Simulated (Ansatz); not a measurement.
Worked example: self-consistent single point of a (110) slab of PdPt (cut from a parent of space group no. 166; 12 atoms in the cell) in Ansatz (an electronic-structure program).

Computed with PBEsol, default PAW files made with PBE (plane waves; Ansatz).

```
CELL_PARAMETERS angstrom
      5.54027     0.00000     0.00000
     -2.73590     3.90529     0.00000
      0.00000     0.00000    20.88241
ATOMIC_POSITIONS crystal
  Pd 0.00000 0.00000 0.33521
  Pd 0.00000 0.50000 0.40113
  Pd 0.00000 0.00000 0.46704
  Pd 0.00000 0.50000 0.53296
  Pd 0.00000 0.00000 0.59887
  Pd 0.00000 0.50000 0.66479
  Pt 0.50000 0.00000 0.33521
  Pt 0.50000 0.50000 0.40113
  Pt 0.50000 0.00000 0.46704
  Pt 0.50000 0.50000 0.53296
  Pt 0.50000 0.00000 0.59887
  Pt 0.50000 0.50000 0.66479
```

Reference input (self-consistent single point, DFT, PBEsol, plane waves, default PAW files made with PBE): basis.ecutwfc = 420 eV; kpoints.mp_grid.grid = 4 4 1; hamiltonian.xc = pbesol; hamiltonian.pseudopotentials = {kind: paw} (the program's default PAW files); scf.occupations.method = fermi_dirac; scf.occupations.width = 0.1 eV. This run's input differs from it in these lines:

Ansatz 0.2 input:
```diff
@@ -21,3 +21,3 @@
 kpoints:
-  mp_grid: { grid: [4, 4, 1] }
+  mp_grid: { grid: [7, 9, 1] }
 hamiltonian:
```

Output, abridged:

```
SCF iter   1: F=—  HF=-115737.536587 eV  |F-HF|=—  |Δ(HF+E_count)|=         —  Δρ=1.54e-2  dr2=5.12e0  ethr=1.77e-3  ⟨swp⟩=7.1  Hψ=17471  notcnv=0  defer=139
all-band conjugate gradients solve this SCF's bands
preconditioner: auto → LDOS
SCF iter   2: F=—  HF=-115737.376901 eV  |F-HF|=—  |Δ(HF+E_count)|=   1.60e-1  Δρ=9.32e-3  dr2=5.53e-1  ethr=1.77e-3  ⟨swp⟩=2.3  Hψ=5160  notcnv=0  defer=271
   [... lines left out ...]
SCF iter   8: F=—  HF=-115737.318337 eV  |F-HF|=—  |Δ(HF+E_count)|=   7.89e-4  Δρ=2.89e-5  dr2=6.84e-6  ethr=1.98e-8  ⟨swp⟩=2.1  Hψ=5739  notcnv=0  defer=271
SCF iter   9: F=—  HF=-115737.318338 eV  |F-HF|=—  |Δ(HF+E_count)|=   1.14e-6  Δρ=9.99e-6  dr2=7.56e-7  ethr=3.17e-9  ⟨swp⟩=2.1  Hψ=5629  notcnv=0  defer=271
SCF iter  10: F=—  HF=-115737.318339 eV  |F-HF|=—  |Δ(HF+E_count)|=   4.94e-7  Δρ=4.27e-6  dr2=1.83e-7  ethr=3.50e-10  ⟨swp⟩=2.1  Hψ=5901  notcnv=0  defer=271
SCF iter  11: F=-115737.318339 eV  HF=-115737.318339 eV  |F-HF|=4.38e-8  |Δ(HF+E_count)|=   4.19e-8  Δρ=1.49e-6  dr2=1.70e-8  ethr=4.63e-11  ⟨swp⟩=14.8  Hψ=19298  notcnv=0
SCF 1 converged in 11 iterations: F = -115737.318339 eV  dr2 = 1.70e-8
Free energy (F): -115737.318339 eV
Internal energy: -115736.521628 eV  (E = F + TS)
E sigma→0 (E₀):  -115736.919983 eV
Entropy (-TS):   -0.796711 eV (-66.393 meV/atom)
Fermi energy:    5.309902 eV
--- Forces (eV/Å), atoms counted from 1 ---
  atom   1  Pd     0.00000000     0.00000000     0.32752293
  atom   2  Pd     0.00000000     0.00000000    -0.65987215
  atom   3  Pd     0.00000000     0.00000000    -0.10929982
  atom   4  Pd     0.00000000     0.00000000     0.10929982
  atom   5  Pd     0.00000000     0.00000000     0.65987215
  atom   6  Pd     0.00000000     0.00000000    -0.32752293
  atom   7  Pt     0.00000000     0.00000000     1.31831734
  atom   8  Pt     0.00000000     0.00000000    -0.57098081
   [... lines left out ...]
  atom  12  Pt     0.00000000     0.00000000    -1.31831734
--- Stress (GPa, compression-positive) ---
       -4.930760      -0.061480       0.000000
       -0.061479      -3.802029       0.000000
        0.000000       0.000000      -2.031487
  P = ⅓ Tr σ = -3.5881 GPa (-35.881 kbar)
  The stress holds the Pulay correction. Without it, at fixed plane waves, as pw.x and ABINIT print it: P = -3.6087 GPa
```

The run converged in 11 iterations. Against the reference run the free energy goes down by 8.7 meV/atom and the largest force goes from 1.303 to 1.318 eV/Å.

The starting cell comes from a database of computed structures (which also holds hypothetical and non-ambient phases and stackings), without a prior relaxation at this level. The slab is cut from that crystal, and its faces are unrelaxed. Its lattice was rescaled by up to half a per cent. Spin-orbit coupling is off. Spin polarisation is off. Forces in this geometry exceed 1 eV/Å.

Cost on one core of a shared machine: roughly 2 min.
